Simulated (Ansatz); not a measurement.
The starting structures come from a database of crystals and need not be the phases stable at ambient conditions.

Here is the system:

```
CELL_PARAMETERS angstrom
      6.30453     0.00000     0.00000
      0.00000     6.93647     0.00000
      0.00000     0.00000     7.65895
ATOMIC_POSITIONS crystal
  Ca 0.00000 0.25000 0.84675
  Ca 0.00000 0.75000 0.15325
  Ca 0.50000 0.75000 0.65325
  Ca 0.50000 0.25000 0.34675
  Cl 0.76300 0.42161 0.10865
  Cl 0.23700 0.57839 0.89135
  Cl 0.73700 0.92161 0.39135
  Cl 0.26300 0.07839 0.60865
  Cl 0.26300 0.57839 0.39135
  Cl 0.73700 0.42161 0.60865
  Cl 0.23700 0.07839 0.10865
  Cl 0.76300 0.92161 0.89135
```

Space group of this cell: Pbcn. The cell is taken as given.

Transport runs along the normal of the first two printed cell vectors.

The gap is the functional's own. No spin-orbit coupling. Mid-gap values are interpolated on the energy grid.

**Question.** State the band gap and the smallest decay constant κ at mid-gap according to r2SCAN (Ansatz, a first-principles code).

**Answer.** Gap 6.21 eV on a 6×6×4 mesh; κ = 0.406 1/Å, at the zone centre.
